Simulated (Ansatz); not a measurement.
The starting structures come from a database of crystals and need not be the phases stable at ambient conditions.

By PBEsol, the system below comes out a metal.

Without scattering a metal conducts by its projected Fermi surface.

Consider the following.

```yaml
crystal:
  lattice:
    - [3.45308, 0.00000, 0.00000]
    - [0.00000, 3.55109, 0.00000]
    - [1.72654, 1.77554, 2.33834]
  atoms:
    - { symbol: Sn, position: [0.00000, 0.00000, 0.00000] }
```

The cell is taken as given; by PBEsol it stands under a pressure of -3.6 GPa.

The current flows along the normal of the first two printed cell vectors. No spin-orbit coupling; the value is a mean over 0.1 eV about the Fermi level.

Question: State the ballistic conductance per area according to Ansatz (a program for electronic structure) with PBEsol.

Answer: 1.2 × 10¹⁵ S/m² for both spins.
